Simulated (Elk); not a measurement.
Variants of one calculation on Sb (P6_3/mmc, 2 atoms in the cell)

```xyz
2
Lattice="3.3545 0.0000 0.0000 -1.6773 2.9051 0.0000 0.0000 0.0000 5.4702" Properties=species:S:1:pos:R:3 pbc="T T T"
Sb     0.0000     1.9367     1.3675
Sb     1.6773     0.9684     4.1026
```

Base run A: PBEsol, all-electron FP-LAPW, Elk's shipped species files, LAPW+lo basis in Elk 10.2.4, self-consistent single point.

Its settings: xctype = 22; rgkmax = 8; stype = 1; swidth = 0.00999582 Ha; ngridk = 8 8 4; gmaxvr = 16 1/bohr; nxoapwlo = 1.

The starting cell comes from a database of computed structures (which also holds hypothetical and non-ambient phases and stackings), without a prior relaxation at this level. Values depend on the basis (sphere radii, cutoffs, local orbitals), which need not be converged.

ΔE is the total energy (no entropy term) per atom less that of run A. A dash stands where there is no value to compare (another energy zero or no entropy term, no result, no spin, no clean gap, or a mesh too coarse for one). Total energies depend on the potentials, the functional and any Hubbard or dispersion term, so they are compared only between runs that share all of them.

Runs:
- B: xctype: 22 → 3 [LDA (PW92)]
- C: xctype: 22 → 26 [Wu-Cohen GGA]
- D: autolinengy: default → true

### Question
What does run D change against A?

### Answer
The total energy rises by 6.8 meV/atom.

| run | ΔE (meV/atom) |
|---|---|
| A | 0.00 |
| B | – |
| C | – |
| D | 6.8 |

Left out of this page: 1 run of the series held back from this collection; 3 runs of the series failed or unconverged.
